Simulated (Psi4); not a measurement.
Psi4 1.11, unrestricted BP86/def2-svp: Si(Br)4 anion (Br[Si](Br)(Br)Br), charge -1, multiplicity 2, 5 atoms. The geometry is a generated start, not checked to be a minimum at this level.

| Property | Value |
|---|---|
| task | energy |
| method | bp86 |
| basis | def2-svp |
| memory | 3 GB |
| maxiter | 100 |
| keys of the molecule block | symmetry c1 |
| scf_type | df (default) |
| e_convergence | 1e-06 (default) |
| d_convergence | 1e-06 (default) |
| dft_radial_points | 75 (default) |
| dft_spherical_points | 302 (default) |
| basis functions | 146 |
| grid points | 103238 |

```xyz
5

Br    -1.1405    -1.5015    -1.1364
Si     0.0047     0.0085    -0.0059
Br    -1.1460     1.8956     0.0797
Br     1.9608     0.3458    -0.9805
Br     0.3211    -0.7484     2.0431
```

Charge -1 and multiplicity 2 are set for this test and not shown to be the ground state.

With the defaults (diis = true, scf_initial_accelerator = adiis, damping_percentage = 0, level_shift = 0, level_shift_cutoff = 0.01, diis_max_vecs = 10, guess = auto, which took SAD, soscf = false, soscf_start_convergence = 0.01) it converges in 8 SCF iterations. One run each on 2 threads, with these changes:
- diis_max_vecs = 3
- level_shift = 0.1, level_shift_cutoff = 0.001
- diis_max_vecs = 6
- diis = false, scf_initial_accelerator = none, damping_percentage = 60
- level_shift = 0.5, level_shift_cutoff = 0.001
- guess = core
- guess = sapgau
- soscf = true, soscf_start_convergence = 0.1
- guess = huckel

Which of these changes keep the SCF from converging, or lead it to another solution?

No convergence: diis = false, scf_initial_accelerator = none, damping_percentage = 60 (the run ends without SCF convergence in 100 iterations). The rest reach the solution of the defaults.

```tsv
setting	SCF iterations	JK calls	end
soscf = true, soscf_start_convergence = 0.1	6	22	same solution
the defaults	8	9	same solution
level_shift = 0.5, level_shift_cutoff = 0.001	8	9	same solution
diis_max_vecs = 6	8	9	same solution
level_shift = 0.1, level_shift_cutoff = 0.001	8	9	same solution
guess = sapgau	9	9	same solution
guess = huckel	10	23	same solution
diis_max_vecs = 3	11	12	same solution
guess = core	15	15	same solution
diis = false, scf_initial_accelerator = none, damping_percentage = 60	100	101	no convergence
```

An SOSCF iteration holds several JK calls; a Hückel guess adds calls on atoms.
